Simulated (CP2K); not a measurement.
## How far to go with the cutoff of the density grid: CsCaH3 (P4mm, 5 atoms in the cell)

```
CsCaH3
1.0
    4.59808     0.00000     0.00000
    0.00000     4.59808     0.00000
    0.00000     0.00000     4.59808
Cs Ca H
1 1 3
Direct
  0.00000   0.00000   0.01087
  0.50000   0.50000   0.50000
  0.50000   0.00000   0.50000
  0.00000   0.50000   0.50000
  0.50000   0.50000   0.00000
```

Method of the run: LDA (Pade form), GPW, DZVP-MOLOPT-SR-GTH basis, GTH-PADE potentials (GTH_POTENTIALS) run with CP2K.

Base settings: CUTOFF = 500 Ry; REL_CUTOFF = 40 Ry; KPOINTS/SCHEME = MONKHORST-PACK 2 2 2; GAMMA_CENTERED = T; XC_FUNCTIONAL = PADE; Cs/BASIS_SET = DZVP-MOLOPT-SR-GTH-q9; Cs/POTENTIAL = GTH-PADE-q9; Ca/BASIS_SET = DZVP-MOLOPT-SR-GTH-q10; Ca/POTENTIAL = GTH-PADE-q10; H/BASIS_SET = DZVP-MOLOPT-SR-GTH-q1.

The second cell is the first with its lattice scaled by 0.98.

The mesh stays at the base's, so the ladder's end is converged at best in this setting alone.

Only quantities that move along the ladder and can be compared are tabulated; the gap is left out on so coarse a mesh.

The starting cell comes from a database of computed structures (which also holds hypothetical and non-ambient phases and stackings), without a prior relaxation at this level. Its lattice was rescaled by up to half a per cent. One atom was moved a little off its site on purpose. Values carry the incompleteness of an atom-centred basis.

Steps (CUTOFF): 180 Ry; 200 Ry; 220 Ry; 250 Ry; 280 Ry; 300 Ry; 350 Ry; 400 Ry; 450 Ry; 500 Ry; 550 Ry; 600 Ry; 680 Ry; 750 Ry; 880 Ry; 1000 Ry; 1200 Ry.

Task: What is the coarsest CUTOFF that holds the energy of the compressed cell less the first within 0.2 meV/atom of the last step, with all finer ones?

Result: 220 Ry; the step before is off by 0.90 meV/atom.

Task: What is the coarsest CUTOFF that holds the pressure within 0.05 GPa of the last step, with all finer ones?

Result: 220 Ry; the step before is off by 0.15 GPa.

Task: What is the coarsest CUTOFF that holds the free energy within 1 meV/atom of the last step, with all finer ones?

Result: 220 Ry; the step before is off by 2.8 meV/atom.

```tsv
CUTOFF	free energy less the last step's (meV/atom)	energy of the compressed cell less the first (meV/atom)	pressure (GPa)
180 Ry	2.76	-6.30	-1.81
200 Ry	2.75	-6.30	-1.81
220 Ry	-0.07	-5.37	-1.66
250 Ry	-0.06	-5.37	-1.66
280 Ry	0.04	-5.48	-1.67
300 Ry	0.06	-5.42	-1.67
350 Ry	0.26	-5.48	-1.68
400 Ry	0.00	-5.40	-1.67
450 Ry	0.00	-5.40	-1.67
500 Ry	0.00	-5.40	-1.67
550 Ry	0.00	-5.40	-1.67
600 Ry	0.00	-5.40	-1.67
680 Ry	0.00	-5.40	-1.67
750 Ry	0.01	-5.40	-1.67
880 Ry	0.00	-5.40	-1.67
1000 Ry	0.26	-5.48	-1.68
1200 Ry	0.00	-5.40	-1.67
```

The energy difference between the two cells stays within 1 meV/atom of the last step's from 180 Ry on, the total only from 220 Ry on: much of the error is common to both cells and cancels.

Two neighbours can agree and both be off: 180 Ry and 200 Ry differ by 0.00 meV/atom in the free energy, yet lie about 2.8 meV/atom from the last step.
